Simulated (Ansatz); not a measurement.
# Effect of pressure −1 GPa on hypothetical diamond Li

Base system: Li in the diamond structure (space group Fd-3m, No. 227; a = 5.878 Å; a hypothetical phase, not in the database extracts checked).

Perturbation: hydrostatic tension (pressure −1 GPa).

Level of theory: Kohn–Sham DFT with the PBEsol functional, run in Ansatz (a first-principles code) with PAW and 420 eV plane waves, scalar-relativistic without spin-orbit coupling. Settings: 14×14×14 k-points, 0.05 eV Fermi–Dirac smearing.

The density decreases by 0.11 g/cm³ to 0.34 g/cm³ and the lattice parameter a increases by 0.564 Å to 6.442 Å. The shortest interatomic distance goes up by 0.244 Å (2.545 Å → 2.789 Å) and the enthalpy H = E + PV relative to the base's energy is -0.18 eV/atom. The band gap remains zero.

Load acts through the strain it causes; cell and atoms are relaxed under it. Stability against distortions was not tested.
